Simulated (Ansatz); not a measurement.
Take ZnO in the wurtzite structure (space group P6_3mc, No. 186; a = 3.1869 Å, c = 5.1526 Å) as the base. Axes: x lies along a and z along c of the hexagonal cell.

Method: DFT with LDA, PAW potentials and a 420 eV plane-wave cutoff in Ansatz (a program for electronic structure), spin-orbit coupling left out.

Before the change:

| Quantity | Value |
|---|---|
| Pressure | 0.00 GPa |
| Band gap | 0.80 eV |

The change: uniaxial strain ε_zz = +1.20 %, all other strain components held at zero, atoms relaxed at fixed cell.

Task: What does the calculation give for the pressure and band gap after the change?

Result: The pressure (mean of the normal stresses, compression positive) goes from zero to -1.90 GPa; the band gap decreases by 0.035 eV (0.80 eV → 0.77 eV).

Semilocal Kohn–Sham gaps tend to fall short of experiment. Stability against distortions was not tested.
